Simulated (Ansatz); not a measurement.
The starting structures come from a database of crystals and need not be the phases stable at ambient conditions.

 Where the default PAW files enter, the runs use the earlier of Ansatz's two default sets.

The decay constant κ of evanescent states in the gap governs leakage through a thin film.

Here is the system:

```xyz
6
Lattice="4.4215 0.0000 0.0000 0.0000 7.2685 0.0000 0.0000 0.0000 4.4215" Properties=species:S:1:pos:R:3 pbc="T T T"
Ba     2.2107     1.5132     0.0000
Ba     0.0000     5.7554     2.2107
H      2.2107     0.0000     2.2107
H      0.0000     0.0000     0.0000
Cl     0.0000     2.5175     2.2107
Cl     2.2107     4.7511     0.0000
```

Space group of this cell: P4/nmm. The cell is taken as given.

Transport runs along the normal of the first two printed cell vectors, the (100) plane of the conventional cell.

The gap is the functional's own. No spin-orbit coupling. Mid-gap values are interpolated on the energy grid.

Question: Give the band gap and the smallest decay constant κ at mid-gap that Ansatz (a quantum-chemistry and plane-wave program) with r2SCAN yields.

Answer: Gap 3.82 eV on a 8×4×8 mesh; κ = 0.437 1/Å, at the zone centre.
